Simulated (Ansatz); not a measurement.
Start from Ir in the fcc (Cu type) structure (space group Fm-3m, No. 225; a = 3.845 Å; relaxed with 0.1 eV smearing). Axes: x, y, z lie along the cube axes.

All numbers come from DFT with r2SCAN, PAW potentials and a 500 eV plane-wave cutoff in Ansatz (a first-principles code), scalar-relativistic without spin-orbit coupling.

Before the change:

The pressure is 0.0 GPa and the shortest interatomic distance is 2.719 Å.

Now apply this change: tensile biaxial strain of 1.00 % in the plane normal to [001], as in epitaxy on a mismatched substrate; the out-of-plane cell vector and the atoms relax.

What happens to the pressure?

The pressure (mean of the normal stresses, compression positive) goes from zero to -4.3 GPa.

Estimate the effect on the out-of-plane strain.

The out-of-plane strain comes out as -0.78 %.

How does this affect the shortest interatomic distance?

The shortest interatomic distance rises by 0.003 Å to 2.722 Å.

No phonon test of stability was made. All final runs are without spin polarisation.
